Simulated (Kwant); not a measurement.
## GaAs/Al0.3Ga0.7As stack with 1 barrier

Model system: GaAs/Al0.3Ga0.7As stack with 1 barrier. One parabolic valley. Leads of mass 0.067 mₑ with the band edge at 0; grid 0.1 nm; bias swept from 0.0096 to 0.44756 V, dropping linearly over the stack. Emitter Fermi level 0.032 eV, 4 K, equal in the collector.

| layer | thickness (nm) | band offset (eV) | mass (mₑ) |
|---|---|---|---|
| 1 | 2.2 | 0.24 | 0.092 |

The device is made up for the run: typed textbook-type constants, with dimensions and the other settings drawn at random.

Kwant, one-band effective-mass tight-binding model in one dimension, coherent, no space charge, current by the Tsu-Esaki formula.

```tsv
bias (V)	J (A/cm²)
0.009600	16200
0.02582	33200
0.04204	39600
0.05826	44500
0.07448	48900
0.09070	52800
0.1069	56400
0.1231	59800
0.1394	63100
0.1556	66200
0.1718	69200
0.1880	72200
0.2042	75100
0.2205	78000
0.2367	80900
0.2529	83700
0.2691	86600
0.2853	89500
0.3016	92400
0.3178	95300
0.3340	98200
0.3502	101000
0.3665	104000
0.3827	107000
0.3989	110000
0.4151	113000
0.4313	117000
0.4476	120000
```
